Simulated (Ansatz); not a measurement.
## AlPt in the CsCl type structure (space group Pm-3m, No. 221; a cell from a computed database, its experimental status unchecked)

Space group Pm-3m (No. 221); a = b = c = 3.060 Å, α = β = γ = 90.00°

```csv
atom,site,symmetry,x,y,z
Al,1a,m-3m,0.0000,0.0000,0.0000
Pt,1b,m-3m,0.5000,0.5000,0.5000
```

Method: PBEsol, PAW, 420 eV (Ansatz, an electronic-structure program; scalar-relativistic without spin-orbit coupling). Γ-centred 15×15×15 mesh, Fermi–Dirac width 0.05 eV.

- Volume per atom: 14.33 Å³
- Density: 12.87 g/cm³
- Band gap: zero
- Total energy: -6455.117 eV/atom (σ→0; compares only within this code and set-up)

No phonon test of stability was made. All final runs are without spin polarisation.
